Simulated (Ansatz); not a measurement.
# Surface dipole against coverage: Na on fcc Cu (111)

One Na atom in each cell of a four-layer slab of fcc Cu (111), started at a threefold hollow (fcc) site; the adatom and the upper two layers relax, with a dipole correction. Δφ is the change of the top face's work function against the clean slab's 4.77 eV. By the Helmholtz relation an adatom's dipole is μ = |Δφ|/(0.377 eV × n) in debye, for n adatoms per nm². In Topping's model neighbouring dipoles depolarise each other, so that 1/μ = (1 + 9α·n^(3/2))/μ0 is a line in x = n^(3/2). These are PBE (plane waves to 420 eV, PAW; Ansatz, a first-principles code) values and carry that method's errors. All cells sample the k points of the 1×1 cell's 12×12×1 mesh, with Fermi-Dirac smearing of 0.1 eV (energies taken to zero smearing), without spin polarisation or spin-orbit coupling.

```
cell  x (nm⁻³)  1/μ (1/D)  n (nm⁻²)  Δφ (eV)
----  --------  ---------  --------  -------
4×3       1.76      0.288      1.46    -1.91
3×3       2.72      0.313      1.95    -2.35
4×2       3.24      0.345      2.19    -2.39
3×2       4.99      0.397      2.92    -2.77
2×2       9.17          ?      4.38        ?
```

**Question.** Using a straight line, estimate the missing 1/μ at x = 9.17 from the other rows, showing the fit.

**Answer.** With u = x - 3.2, the rows have u = -1.4400, -0.4800, 0.0400, 1.7900. Means: u -0.022500, 1/μ 0.3357. About the means, the sum of products is 0.18969 and the sum of squares of u is 5.5077; the slope is their ratio. Least squares gives 1/μ = 0.3365 + 0.03444·u. Residuals (row less fit): 0.0011, -0.0070, 0.0071, -0.0011; standard error 0.0071 (degrees of freedom: 2). At x = 0 the line gives 1/μ0 = 0.226, so a lone adatom carries about 4.4 D, its positive end outward; slope over intercept is 9α, which puts α at roughly 17 Å³, a figure that hangs on Δφ's last digit. At the withheld row, u = 5.9700, so 1/μ = 0.3365 + 0.03444 × 5.9700 = 0.5421 1/D. The calculation gives 0.589 1/D, 0.0469 1/D above the prediction (15.6 % of the range of 1/μ in the table). The row lies outside the fitted rows, so this is an extrapolation.

The model takes a square or triangular net of point dipoles; the 4×2, 3×2 and 4×3 nets are stretched, and dense layers bond among themselves. Only series are tabulated where Δφ keeps its sign and exceeds 0.12 eV, and the fitted rows scatter about the line by under a tenth of the table's range (standard error).

As a change of work function, the prediction is 0.377 × 4.38/0.542 = 3.05 eV in size, against 2.80 eV from the run.

Each row is one calculation, so residuals can be the form's limits or numerical noise.
